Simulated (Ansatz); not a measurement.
# Competing hops of O vacancy in monoclinic ZrO2 with all lengths changed by +1 %, neutral cell

Defect: O vacancy in monoclinic ZrO2 with all lengths changed by +1 %, neutral cell. All values below come from PBE, PAW (plane waves to 420 eV; Ansatz, a quantum-chemistry and plane-wave program).

96-site cell at the strained lattice (strain from the relaxed PBE one, atoms relaxed), the Γ point alone, smearing 0.01 eV, spin-restricted, no finite-size correction. No zero-point or tunnelling terms. The charge state is imposed; whether it is stable for some Fermi level was not computed. Forms of the defect that were not tried may lie lower.

Barriers: single points on a 2×2×2 k-point mesh shifted by half a step at the bands' geometries.

| Route | Start site over the lowest site run (eV) | Hop (Å) | Forward barrier (eV) | Backward barrier (eV) | Neighbours at the start | Neighbours at the saddle | Saddle order | Forward, on the band's own sampling (eV) |
|---|---|---|---|---|---|---|---|---|
| one O atom jumps into the vacancy from a nearby O site | 0.15 | 2.72 | 1.49 | 1.49 | O at 2.60, O at 2.61; Zr at 2.05, Zr at 2.10, Zr at 2.20 Å | Zr at 1.98, Zr at 2.26, Zr at 2.48 Å | not checked | 1.47 |

Paths come from climbing-image nudged elastic band runs.   A further band (one O atom jumps into the vacancy from a nearby O site, 2.46 Å) gave 1.63 eV forward on its own sampling, 1.79 eV above the lowest site run, but at one of its points the charge lies in the host's bands or the defect's levels are part-filled, so it is not taken as a result. A further band (one O atom jumps into the vacancy from a nearby O site, 2.51 Å) gave 1.82 eV forward on its own sampling, 1.98 eV above the lowest site run, but at one of its points the charge lies in the host's bands or the defect's levels are part-filled, so it is not taken as a result.
